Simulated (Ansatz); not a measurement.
## Pressure series in Y

The parent structure is Y in the hcp (Mg type) structure (space group P6_3/mmc, No. 194; a = 3.599 Å, c = 5.587 Å).

Cell and atoms are relaxed at each pressure.

All numbers come from PBEsol (Ansatz, a first-principles code), no spin-orbit coupling.

Candidates:
(a) pressure 22.5 GPa
(b) pressure −1 GPa
(c) pressure 2.1 GPa

For the base:

```
Quantity   Value
---------  -----
c/a ratio  1.552
```

Q: Order them by c/a ratio, highest first.

A: (a) pressure 22.5 GPa (1.603), (c) pressure 2.1 GPa (1.556), (b) pressure −1 GPa (1.552)

Load acts through the strain it causes; cell and atoms are relaxed under it. Stability against distortions was not tested. Competing high-pressure phases were not computed. The final runs are not spin-polarised.
